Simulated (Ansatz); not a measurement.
Results of PBE-D3(BJ) (PAW; Ansatz, a quantum-chemistry and plane-wave program) for Hg (R-3m, No. 166, 1 atoms in the cell).

Run with plane-wave cutoff 520 eV, 20×20×20 k mesh, Fermi–Dirac smearing 0.05 eV, scalar-relativistic PAW data made under PBE.

Properties against volume:

Shape and atoms are relaxed at each volume.

```json
[
 {"V (Å³/atom)": "24.144", "P (GPa)": "1.10", "c (Å)": "6.702", "a (Å)": "3.533"},
 {"V (Å³/atom)": "24.647", "P (GPa)": "0.49", "c (Å)": "6.663", "a (Å)": "3.580"},
 {"V (Å³/atom)": "25.150", "P (GPa)": "0.01", "c (Å)": "6.628", "a (Å)": "3.626"},
 {"V (Å³/atom)": "25.653", "P (GPa)": "-0.35", "c (Å)": "6.578", "a (Å)": "3.676"},
 {"V (Å³/atom)": "26.156", "P (GPa)": "-0.65", "c (Å)": "6.510", "a (Å)": "3.731"}
]
```

Note: the relaxation could not lower the start's symmetry, so the cell can be a saddle point above a distorted one; the bulk modulus comes from volumes at which shape and atoms were relaxed.
